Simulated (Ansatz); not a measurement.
# Response to strain in BaTiO3

The reference is BaTiO3 in the cubic perovskite structure (space group Pm-3m, No. 221).

```yaml
crystal:
  lattice:
    - [3.93456, 0.00000, 0.00000]
    - [0.00000, 3.93456, 0.00000]
    - [0.00000, 0.00000, 3.93456]
  atoms:
    - { symbol: Ba, position: [0.00000, 0.00000, 0.00000] }
    - { symbol: Ti, position: [0.50000, 0.50000, 0.50000] }
    - { symbol: O, position: [0.50000, 0.00000, 0.50000] }
    - { symbol: O, position: [0.00000, 0.50000, 0.50000] }
    - { symbol: O, position: [0.50000, 0.50000, 0.00000] }
```

Cartesian axes are those of the cell as printed.

Strains are applied to the cell and any free atomic positions relax; under biaxial strain the out-of-plane vector relaxes too.

Method: DFT with LDA, PAW potentials and a 420 eV plane-wave cutoff in Ansatz (a quantum-chemistry and plane-wave program), no spin-orbit coupling.

Notes on the quantities. pressure: mean of the normal stresses, compression positive.

| variant | pressure | out-of-plane strain | band gap |
|---|---|---|---|
| base | -0.01 GPa | – | 1.83 eV |
| biaxial strain −3.00 %, plane normal [001], relaxed out of plane | 9.14 GPa | +2.22 % | 1.77 eV |
| biaxial strain −1.80 %, plane normal [001], relaxed out of plane | 5.12 GPa | +1.29 % | 1.79 eV |
| biaxial strain −1.20 %, plane normal [001], relaxed out of plane | 3.30 GPa | +0.84 % | 1.81 eV |
| biaxial strain −0.60 %, plane normal [001], relaxed out of plane | 1.59 GPa | +0.41 % | 1.82 eV |

Stability against distortions was not tested. All final runs are without spin polarisation. Many cubic perovskites are stable only at high temperature; tilts and polar distortions were not tested. This is not the structure that BaTiO3 has at room temperature and ambient pressure.
